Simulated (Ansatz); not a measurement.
The reference is TiC in the rock salt structure (space group Fm-3m, No. 225; a = 4.333 Å).

Structures relaxed with Ansatz (a quantum-chemistry and plane-wave program), PBE, PAW, cutoff 420 eV, no spin-orbit coupling.

Base:

Simulated powder pattern, Cu Kα, λ = 1.54184 Å (kinematic, ideal powder, no thermal factors, no anomalous dispersion; the 10 strongest lines at most, above 2 %, up to 2θ = 90°):

```
2θ (°)  I/Imax (%)    hkl
------  ----------  -----
35.90           87  (111)
41.69          100  (200)
60.43           57  (220)
72.33           30  (311)
76.10           18  (222)
```

Now apply this change: cell and atoms relaxed at a pressure of 4.5 GPa.

After the change:

Simulated powder pattern, Cu Kα, λ = 1.54184 Å (kinematic, ideal powder, no thermal factors, no anomalous dispersion; the 10 strongest lines at most, above 2 %, up to 2θ = 90°):

```json
[
 {"2θ (°)": "36.11", "d (Å)": "2.487", "I/Imax (%)": "87", "hkl": "(111)"},
 {"2θ (°)": "41.94", "d (Å)": "2.154", "I/Imax (%)": "100", "hkl": "(200)"},
 {"2θ (°)": "60.81", "d (Å)": "1.523", "I/Imax (%)": "57", "hkl": "(220)"},
 {"2θ (°)": "72.81", "d (Å)": "1.299", "I/Imax (%)": "30", "hkl": "(311)"},
 {"2θ (°)": "76.62", "d (Å)": "1.244", "I/Imax (%)": "18", "hkl": "(222)"}
]
```

The indices refer to the base's conventional cell; one index is shown for lines that coincide.

Load acts through the strain it causes; cell and atoms are relaxed under it. Stability against distortions was not tested. All final runs are without spin polarisation.
